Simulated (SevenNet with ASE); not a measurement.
System: GeSi melt or glass, 64 atoms, at 1350 K and 0 GPa, brought to that temperature within a few picoseconds.

Level of theory: machine-learned potential SevenNet-0 (11 Jul 2024), trained on MPtrj (PBE and PBE+U), run in SevenNet with ASE.

| t (ps) | MSD (Å²), Ge | MSD (Å²), Si |
|---|---|---|
| 0.04000 | 0.071 | 0.156 |
| 0.08000 | 0.252 | 0.430 |
| 0.1200 | 0.498 | 0.714 |
| 0.1600 | 0.781 | 1.04 |
| 0.2000 | 1.09 | 1.39 |
| 0.2400 | 1.41 | 1.76 |
| 0.2800 | 1.75 | 2.14 |
| 0.3200 | 2.10 | 2.51 |
| 0.3600 | 2.45 | 2.89 |
| 0.4000 | 2.81 | 3.27 |
| 0.4800 | 3.53 | 4.04 |
| 0.5200 | 3.89 | 4.42 |
| 0.6000 | 4.62 | 5.21 |
| 0.6800 | 5.35 | 6.03 |
| 0.7600 | 6.10 | 6.85 |
| 0.8400 | 6.85 | 7.70 |
| 0.9600 | 7.99 | 8.99 |
| 1.080 | 9.11 | 10.4 |
| 1.240 | 10.6 | 12.2 |
| 1.400 | 12.1 | 14.0 |
| 1.560 | 13.5 | 15.9 |
| 1.760 | 15.4 | 18.2 |
| 2.000 | 17.5 | 20.8 |
| 2.240 | 19.5 | 23.4 |
| 2.560 | 22.0 | 27.1 |
| 2.880 | 24.3 | 31.1 |
| 3.240 | 26.8 | 35.7 |
| 3.640 | 29.9 | 40.7 |
| 4.120 | 33.0 | 45.6 |

### Question
Read off the state found, the self-diffusion coefficient of Ge (not corrected for cell size), the self-diffusion coefficient of Si (not corrected for cell size).

### Answer
In three dimensions D is one sixth of the slope of the MSD at long times (fitted over 20 to 60 % of the run); 1 Å²/ps is 1e-4 cm²/s. state found: liquid; self-diffusion coefficient of Ge (not corrected for cell size): (1.3 ± 0.1) × 10^-4 cm²/s; self-diffusion coefficient of Si (not corrected for cell size): (2.0 ± 0.4) × 10^-4 cm²/s.

Caution: a run this short can hold a crystal over, or a liquid under, the potential's own melting point, which these runs don't give.
